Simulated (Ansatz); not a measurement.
# Hypothetical P4_2/mnm ZnS, pressure series

The parent structure is ZnS (space group P4_2/mnm, No. 136; a = 6.630 Å, c = 3.861 Å; a hypothetical phase, not in the database extracts checked).

Cell and atoms are relaxed at each pressure.

Level of theory: PBE (Ansatz, a first-principles code), without spin-orbit coupling.

```csv
P (GPa),V (Å³/atom)
-2.00,21.950
-0.99,21.563
0.30,21.117
0.70,20.987
1.50,20.742
3.01,20.315
5.01,19.806
7.50,19.244
10.00,18.743
```

Task: Fit a third-order Birch–Murnaghan equation of state.

Result: Least squares on P(V) = (3B₀/2)[(V₀/V)^(7/3) − (V₀/V)^(5/3)]·[1 + (3/4)(B₀′ − 4)((V₀/V)^(2/3) − 1)] gives V₀ = 21.22 Å³/atom, B₀ = 63 GPa and B₀′ = 3.9.

Between the base and pressure 7.5 GPa the gap moves from 2.17 eV to 2.55 eV, a mean slope of 50 meV/GPa.

Load acts through the strain it causes; cell and atoms are relaxed under it. No phonon test of stability was made. Competing high-pressure phases were not computed.
